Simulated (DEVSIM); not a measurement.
Device: Ti/SiO2/p-Ge capacitor, at 300 K.

```
layer (left to right)  material  thickness (nm)  Na (cm⁻³)
---------------------  --------  --------------  ---------
1                          SiO2           0.880          -
2                            Ge            2500     5.6e16
```

Metal gate on the left, work function 4.33 eV. Fixed charge at the semiconductor interface -1.2e10 cm⁻² (in units of +e); no interface traps.

Constants are typed, rounded textbook-type inputs, not results; the design itself was drawn at random and stands for no fabricated device. Values at 300 K.

```
parameter      SiO2       Ge
-------------  ----  -------
gap (eV)          9    0.664
affinity (eV)   0.9        4
permittivity    3.9       16
Nc (cm⁻³)         -  1.04e19
Nv (cm⁻³)         -     6e18
```

DEVSIM, 1D Poisson equation in equilibrium, Boltzmann statistics, complete ionisation; no quantum confinement or tunnelling. Metal contacts follow the ideal Schottky-Mott rule: no Fermi-level pinning, no interface dipoles.

Problem. Tabulate band edges, carrier densities and field at 0.1 V on the gate.

Solution. Energies count from the Fermi level of the right contact; mesh points crowd at the junctions.

| x (μm) | Ec (eV) | Ev (eV) | n (cm⁻³) | p (cm⁻³) | field (V/cm) |
|---|---|---|---|---|---|
| 0.000 | 3.330 | -5.670 | < 1e2 | < 1e2 | 240000 |
| 0.0004703 | 3.341 | -5.659 | < 1e2 | < 1e2 | 240000 |
| 0.001004 | 0.252 | -0.412 | 6.1e14 | 7.2e11 | 58000 |
| 0.002249 | 0.259 | -0.405 | 4.6e14 | 9.5e11 | 57000 |
| 0.005823 | 0.279 | -0.385 | 2.1e14 | 2.1e12 | 55000 |
| 0.01134 | 0.309 | -0.355 | 6.8e13 | 6.4e12 | 51000 |
| 0.02259 | 0.362 | -0.302 | 8.5e12 | 5.2e13 | 44000 |
| 0.05489 | 0.473 | -0.191 | 1.2e11 | 3.7e15 | 24000 |
| 0.1083 | 0.536 | -0.128 | 1.0e10 | 4.2e16 | 3500 |
| 0.2064 | 0.543 | -0.121 | 7.8e9 | 5.6e16 | 31 |
| 0.4067 | 0.543 | -0.121 | 7.8e9 | 5.6e16 | ≈ 0 |
| 0.9816 | 0.543 | -0.121 | 7.8e9 | 5.6e16 | ≈ 0 |
| 1.640 | 0.543 | -0.121 | 7.8e9 | 5.6e16 | ≈ 0 |
| 2.064 | 0.543 | -0.121 | 7.8e9 | 5.6e16 | ≈ 0 |
| 2.321 | 0.543 | -0.121 | 7.8e9 | 5.6e16 | ≈ 0 |
| 2.410 | 0.543 | -0.121 | 7.8e9 | 5.6e16 | ≈ 0 |
| 2.454 | 0.543 | -0.121 | 7.8e9 | 5.6e16 | ≈ 0 |
| 2.477 | 0.543 | -0.121 | 7.8e9 | 5.6e16 | ≈ 0 |
| 2.492 | 0.543 | -0.121 | 7.8e9 | 5.6e16 | ≈ 0 |
| 2.497 | 0.543 | -0.121 | 7.8e9 | 5.6e16 | ≈ 0 |
| 2.499 | 0.543 | -0.121 | 7.8e9 | 5.6e16 | ≈ 0 |
| 2.501 | 0.543 | -0.121 | 7.8e9 | 5.6e16 | ≈ 0 |
